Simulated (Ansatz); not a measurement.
The reference is ZnS in the wurtzite structure (space group P6_3mc, No. 186; a = 3.8061 Å, c = 6.2447 Å).

All numbers come from r2SCAN (Ansatz, a quantum-chemistry and plane-wave program, PAW, no SOC).

Modification: O takes the place of S on all its sites, then cell and atoms are relaxed.

Measured band gap: ZnS 3.91 eV (temperature not stated; as listed in Mehmet Aras, Çetin Kılıç, The Journal of Chemical Physics (2014)); ZnO 3.6 eV (static lattice; corrected from measurement; as listed in Wei Chen et al., Physical Review Materials (2018)).

### Question
How well does r2SCAN reproduce the measured shift?

### Answer
With r2SCAN the band gap moves by -1.54 eV (2.78 → 1.24) against -0.31 eV measured. The two measured values stand on different bases (one corrected, one not), which blurs small differences.

Gaps are Kohn–Sham eigenvalue differences; semilocal functionals usually give less than the measured gap. No phonon test of stability was made.
